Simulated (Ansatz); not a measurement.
PbTe under a change: isotropic strain +2.50 %

Start from PbTe in the rock salt structure (space group Fm-3m, No. 225; a = 6.534 Å).

Now apply this change: the cell is scaled by 1.0250 in all directions, atoms relaxed at fixed cell.

Computed with plane-wave PAW DFT at the r2SCAN level (Ansatz, a first-principles code, 500 eV), no spin-orbit coupling. Γ-centred 9×9×9 mesh, Fermi–Dirac width 0.05 eV.

The space group stays Fm-3m (No. 225) and the shortest interatomic distance grows by 0.082 Å, from 3.267 Å to 3.349 Å. The energy rises by 24 meV/atom and the pressure goes from zero to -2.64 GPa. The band gap increases by 0.13 eV (1.09 eV → 1.22 eV) and the gap character is still direct at L. The mean gap deformation potential ΔEg/Δln V is +1.7 eV and the width of the top valence band shrinks by 0.43 eV to 2.34 eV. The electron mass becomes 0.37 mₑ along k, 0.12 mₑ across (at L) (base: 0.34 mₑ along k, 0.12 mₑ across (at L)) and the hole mass goes from 0.57 mₑ along k, 0.088 mₑ across (at L) to 0.68 mₑ along k, 0.11 mₑ across (at L). The valley order (the lowest conduction-band minima on the path, energy above the VBM, named in the base's zone) goes from L along ⟨111⟩ 1.09 eV; a point along ⟨110⟩, about 0.5 Å⁻¹ from Γ 1.61 eV; a point along ⟨100⟩, about 0.3 Å⁻¹ from Γ 2.01 eV to L along ⟨111⟩ 1.22 eV; a point along ⟨110⟩, about 0.5 Å⁻¹ from Γ 1.69 eV; a point along ⟨100⟩, about 0.3 Å⁻¹ from Γ 2.09 eV.

Final structure:

```
PbTe
1.0
    0.00000     3.34883     3.34883
    3.34883     0.00000     3.34883
    3.34883     3.34883     0.00000
Te Pb
1 1
Direct
  0.50000   0.50000   0.50000
  0.00000   0.00000   0.00000
```

With Pb and Te present, leaving out spin-orbit coupling can change the band edges. Effective masses come from finite differences of ±0.01 Å⁻¹. Along k means along the line from Γ to the band edge. Stability against distortions was not tested.
